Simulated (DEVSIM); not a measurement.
System: illuminated Si n-on-p cell, one wavelength, with a back-surface field, at 250 K.

Layer 1 from the left is Si, thickness (μm) 0.160, Nd (cm⁻³) 4.8e18, τn (s) 2.9e-7, τp (s) 4e-8, absorption coefficient (cm⁻¹) 17000. Layer 2 from the left is Si, thickness (μm) 34.0, Na (cm⁻³) 6.8e15, τn (s) 3.3e-6, τp (s) 3.3e-6, absorption coefficient (cm⁻¹) 17000. Layer 3 from the left is Si, thickness (μm) 1.40, Na (cm⁻³) 3.9e18, τn (s) 3.3e-6, τp (s) 3.3e-6, absorption coefficient (cm⁻¹) 17000.

Left contact: ohmic, minority hole recombination velocity 2000 cm/s. Right contact: ohmic, minority electron recombination velocity 20000 cm/s. Voltage is applied to the left contact. Recombination: SRH at mid-gap, radiative, Auger. Gap narrowing is on: ΔEg = 6.92 meV × (l + √(l² + 0.5)), l = ln(N/1.3e17 cm⁻³), shared equally by both band edges. Light enters at the left, 2.2e18 photons cm⁻² s⁻¹, one pass, no reflection. Mobility is constant in doping.

Constants are typed, rounded textbook-type inputs, not results; the design itself was drawn at random and stands for no fabricated device. Values at 300 K; Nc and Nv go as T^1.5, mobilities as T to minus their exponent, the gap by Varshni's rule with the affinity fixed.

Si: gap (eV) 1.124, affinity (eV) 4.05, permittivity 11.7, Nc (cm⁻³) 2.86e19, Nv (cm⁻³) 3.1e19, μn (cm²/Vs) 1417, μp (cm²/Vs) 470, T exponent of μn 2.3, T exponent of μp 2.2, B (cm³/s) 4.7e-15, Cn (cm⁶/s) 2.8e-31, Cp (cm⁶/s) 9.9e-32, Varshni α (eV/K) 0.000473, Varshni β (K) 636.

Simulated with DEVSIM: 1D drift-diffusion, Boltzmann statistics, complete ionisation; no tunnelling, impact ionisation, image-force lowering or self-heating.

Dark forward current:

```tsv
|V| (V)	|J| (A/cm²)
0.05	1.199e-11
0.10	4.897e-11
0.15	1.712e-10
0.20	5.811e-10
0.25	1.972e-9
0.30	6.813e-9
0.35	2.469e-8
0.40	1.002e-7
0.45	5.054e-7
0.50	3.373e-6
0.55	2.816e-5
0.60	0.0002648
0.65	0.002610
0.70	0.02565
0.75	0.2177
0.80	1.348
0.85	8.562
0.90	61.50
0.95	403.9
1.00	2004
```

Work out the local ideality factor n = ΔV / (kT/q · ln(J2/J1)) between the rows 0.10 and 0.15 V, 0.60 and 0.65 V, 0.95 and 1.00 V.

kT/q = 21.54 mV. From 0.10 to 0.15 V: ln(1.712e-10/4.897e-11) = 1.252, n = 1.85, near the 2 of recombination in the depletion region. From 0.60 to 0.65 V: ln(0.002610/0.0002648) = 2.288, n = 1.01, near the 1 of diffusion or emission over a barrier. From 0.95 to 1.00 V: ln(2004/403.9) = 1.602, n = 1.45.

What current could the absorbed light give at most, and what share is collected?

Σ αd = 60.5, so qΦ(1 − exp(−Σ αd)) = 352 mA/cm². The simulated short-circuit current is 351.9 mA/cm², a share of 1.00.

Estimate the open-circuit voltage by superposition: the voltage at which the dark current equals that short-circuit current.

Interpolating ln J in the table gives 0.763 V. The simulation gives 0.762 V, the same within the digits that matter. Superposition holds where collection doesn't change with voltage.

Estimate the fill factor from FF0 = (v − ln(v + 0.72))/(v + 1), v = qVoc/(nkT), with n from the dark curve.

The rows about Voc, 0.75 and 0.80 V, give n = 1.27, so v = 27.8 and FF0 = 0.849. The simulation gives 0.865; the estimate lies 1.9 % below.
